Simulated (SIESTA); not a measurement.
Band structure of SiMo3 (Pm-3n, 8 atoms in the cell).

```xyz
8
Lattice="4.8897 0.0000 0.0000 0.0000 4.8897 0.0000 0.0000 0.0000 4.8897" Properties=species:S:1:pos:R:3 pbc="T T T"
Si     2.4449     2.4449     2.4449
Si     0.0000     0.0000     0.0000
Mo     0.0000     2.4449     1.2224
Mo     0.0000     2.4449     3.6673
Mo     1.2224     0.0000     2.4449
Mo     3.6673     0.0000     2.4449
Mo     2.4449     1.2224     0.0000
Mo     2.4449     3.6673     0.0000
```

Method: GGA PBE, numerical atomic orbitals TZP, PseudoDojo PBE standard norm-conserving potentials (rewritten from UPF to PSML) (SIESTA).

Settings: XC.functional = GGA; XC.authors = PBE; potentials = PseudoDojo PBE standard; PAO.BasisSize = TZP; PAO.EnergyShift = 0.01 Ry; MeshCutoff = 350 Ry; kgrid.MonkhorstPack = 5 5 5; OccupationFunction = FD; ElectronicTemperature = 0.136 eV; MaxSCFIterations = 150; SCF.Mixer.Method = Broyden; SCF.Mixer.Weight = 0.25; SCF.Mixer.History = 6; SCF.DM.Tolerance = 1.0E-05.

The starting cell comes from a database of computed structures (which also holds hypothetical and non-ambient phases and stackings), without a prior relaxation at this level. Spin polarisation is off. Values carry the incompleteness of an atom-centred basis.

Levels in eV from the Fermi level, bands 43 to 48:
| point | 43 | 44 | 45 | 46 | 47 | 48 |
|---|---|---|---|---|---|---|
| Γ | -1.60 | -1.60 | 1.21 | 1.21 | 1.21 | 2.26 |
| X | -1.72 | -1.72 | 0.19 | 0.19 | 0.92 | 0.92 |
| M | -1.11 | -0.93 | -0.93 | -0.78 | -0.67 | -0.47 |
| R | -1.25 | -1.25 | -1.25 | -1.25 | -1.25 | -1.25 |

Bands cross the Fermi level along this path, so the cell is metallic at this level.

Higher empty bands are left out: an atom-centred basis made for the valence describes them poorly.
